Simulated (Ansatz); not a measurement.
AlB2-type TmB2

The numbers are results of r²SCAN in Ansatz (plane waves, PAW), not measurements.

Settings: plane-wave cutoff 560 eV, 18×18×14 k mesh (along the axes of the cell as run), Fermi–Dirac smearing 0.05 eV, spin-polarised with parallel moments, scalar-relativistic PAW data made under PBE.

Cell: relaxed at this level.

```json
{
 "lattice_parameter_a": "3.250 Å",
 "c axis length": "3.776 Å",
 "bulk_modulus": "162 GPa"
}
```

Note: the magnetic order was assumed, not searched for or taken from measurement; the 4f shell is treated without U or exact exchange, so its levels and filling can be wrong; the bulk modulus is −V dP/dV from two relaxed cells at ±2 % in volume.

Spin–orbit coupling is not included; it can open a gap where bands touch, and shift volumes and moduli.

Cost on a shared machine: very roughly 6 core-minutes.

Ansatz is a first-principles code.
